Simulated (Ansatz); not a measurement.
Start from C in the diamond structure (space group Fd-3m, No. 227; a = 3.5603 Å). Axes: x, y, z lie along the cube axes.

Method: Kohn–Sham DFT with the r2SCAN functional, run in Ansatz (a first-principles code) with PAW and 500 eV plane waves, spin-orbit coupling left out.

For the base:

```
Property                            Result
---------------------  -------------------
Valence-band top at Γ  0.00, 0.00, 0.00 eV
Volume per atom                    5.64 Å³
```

Now apply this change: tensile biaxial strain of 1.45 % in the plane normal to [110], as in epitaxy on a mismatched substrate; the out-of-plane cell vector and the atoms relax.

Q: What happens to the valence-band top at Γ?

A: The valence-band top at Γ (three highest levels, from the VBM) changes from 0.00, 0.00, 0.00 eV to 0.00, -0.01, -0.14 eV.

Q: What does the calculation give for the volume per atom after the change?

A: The volume per atom grows by 0.16 Å³, from 5.64 Å³ to 5.80 Å³.

A biaxial case was relaxed in a doubled cell and then solved in the primitive one. The levels and masses belong to the bands next to the band gap. No phonon test of stability was made.
